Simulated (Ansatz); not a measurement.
**Mg2Si, pressure series**

The reference is Mg2Si (space group P4/nmm, No. 129; a = 4.141 Å, c = 6.907 Å; a cell from a computed database, its experimental status unchecked).

Cell and atoms are relaxed at each pressure.

Method: Ansatz (an electronic-structure program) PBEsol, spin-orbit coupling left out.

```json
[
 {"pressure (GPa)": "-2", "volume per atom (Å³/atom)": "20.537"},
 {"pressure (GPa)": "-1", "volume per atom (Å³/atom)": "20.119"},
 {"pressure (GPa)": "0", "volume per atom (Å³/atom)": "19.741"},
 {"pressure (GPa)": "0.3", "volume per atom (Å³/atom)": "19.635"},
 {"pressure (GPa)": "0.7", "volume per atom (Å³/atom)": "19.497"},
 {"pressure (GPa)": "1.5", "volume per atom (Å³/atom)": "19.238"},
 {"pressure (GPa)": "3", "volume per atom (Å³/atom)": "?"},
 {"pressure (GPa)": "5", "volume per atom (Å³/atom)": "18.265"},
 {"pressure (GPa)": "10", "volume per atom (Å³/atom)": "17.198"}
]
```

Question: Fit the third-order Birch–Murnaghan form P(V) = (3B₀/2)[(V₀/V)^(7/3) − (V₀/V)^(5/3)]·[1 + (3/4)(B₀′ − 4)((V₀/V)^(2/3) − 1)] (squares taken in P) to the rows shown and predict the withheld row.

Answer: Least squares on the printed values gives V₀ = 19.742 Å³/atom, B₀ = 54.9 GPa, B₀′ = 4.0; this predicts 18.790 Å³/atom, and the run gives 18.792 Å³/atom, 0.002 higher.

Load acts through the strain it causes; cell and atoms are relaxed under it. Stability against distortions was not tested. Competing high-pressure phases were not computed. The final runs are not spin-polarised.
